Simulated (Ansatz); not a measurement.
LuSb (Fm-3m), PBEsol, DFPT electron-phonon coupling, linearised Boltzmann equation run with Ansatz (a program for electronic structure). Phonon-limited resistivity 16.9 μΩ·cm at 300 K, 22.8 μΩ·cm at 400 K, current-weighted mean free path 28 nm.

Task: What temperature coefficient of resistance follows, and how does it compare with 1/T?

Result: (ρ₄₀₀ − ρ₃₀₀)/(100 K × ρ₃₀₀) = 3.49×10⁻³ K⁻¹, against 1/T = 3.33×10⁻³ K⁻¹ for a resistivity proportional to T. It lies higher because phonons are still being populated at 300 K; impurities would add a constant and lower it.

Task: What is the classical skin depth at 1 GHz (nonmagnetic, μ₀ = 1.257×10⁻⁶ H/m)?

Result: δ = √(ρ/(π f μ₀)) = 6540 nm.

Task: Estimate the electronic thermal conductivity at 300 K by the Wiedemann-Franz law (L₀ = 2.44×10⁻⁸ W·Ω/K²).

Result: L₀T/ρ = 2.44×10⁻⁸ × 300/(16.9×10⁻⁸) = 43.3 W/(m·K). Inelastic scattering puts the true Lorenz number somewhat under L₀ near and below the Debye temperature.

A metal at this level (no band gap). Only scattering by harmonic phonons is included (no impurities, grain boundaries, electron-electron scattering or thermal expansion). Spin-orbit coupling is left out, which matters with elements this heavy. Halving the electron mesh (24x24x24) moves the resistivity by up to 11 % at 300 K, the mean free path by up to 6 %. Smearing 0.20 eV; phonons on a 4x4x4 q mesh, which this run doesn't test.

Computed structure with no diffraction record at hand here (it may be known, metastable or hypothetical): LuSb (Fm-3m).
